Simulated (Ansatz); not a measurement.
Cl on the 1x1 (110) surface of bcc W, one in a 2x2 cell, energies for each (28.7 Å²). Energies are against ½ Cl2(g), without zero-point or thermal terms; each row is named by its start.

Calculation: PBE (plane waves to 420 eV, PAW; Ansatz, an electronic-structure program).

Set-up: 17 atoms, 6.6 Å thick at the start under the adsorbate (thin: gaps and levels are the slab's own); mesh 6x6x1; 0.1 eV smearing; dipole correction on; 8 atoms held, the rest relaxed; each run with such symmetry as its start has; no spin, no spin-orbit, no U, no dispersion correction.

A negative adsorption energy means that the adsorbate is more stable on the surface than in its reference. Heights count from the host atoms within 0.3 Å of the top one.

```tsv
starting site	E_ads (eV)	height (Å)	nearest host atom (Å)	bonded to	Δ work function (eV)	lateral drift (Å)
top W	-2.13	2.50	W 2.32	W	0.38	0.0
hollow W-W-W	?	1.94	W 2.48	3 W	-0.38	0.2
bridge W-W (span 2.8 Å)	?	?	W 2.51	2 W	-0.04	0.0
bridge W-W (span 3.2 Å)	-2.34	1.94	W 2.53	4 W	-0.49	0.0
```

Task: Fill in the missing entries.

Result: 
- hollow W-W-W, E_ads (eV): -2.62
- bridge W-W (span 2.8 Å), E_ads (eV): -2.51
- bridge W-W (span 2.8 Å), height (Å): 2.12
